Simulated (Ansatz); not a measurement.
System: cubic perovskite KMgF₃. Method: r²SCAN+rVV10 (plane waves, PAW; Ansatz, a first-principles code).

Settings: plane-wave cutoff 560 eV, 8×8×8 k mesh, Fermi–Dirac smearing 0.01 eV, scalar-relativistic PAW data made under PBE.

Computed at the level's own relaxed cell.

Problem. What does this level give for the band gap, equilibrium volume per atom and bulk modulus B0?

Solution. 
band gap: 8.33 eV (indirect)
equilibrium volume per atom: 12.44 Å³/atom
bulk modulus B0: 81.2 GPa

Measured, for comparison: equilibrium volume per atom 12.70 Å³/atom (room temperature, no zero-point or thermal correction; as tabulated in Vaitheeswaran et al. (2007), arXiv:cond-mat/0703621); bulk modulus 75.1 GPa (room temperature, no zero-point or thermal correction, our sources range from 71.2 to 75.1; as tabulated in Vaitheeswaran et al. (2007), arXiv:cond-mat/0703621). Computed (rounded) less measured: equilibrium volume per atom -2.0 %, bulk modulus +8 % (+8 % to +14 % over the range). A static lattice is as a rule a little smaller and stiffer than an uncorrected measurement, which narrows the difference in the bulk modulus and would widen misses of the other sign.

Computing time: about 80 core-seconds (a rough figure).
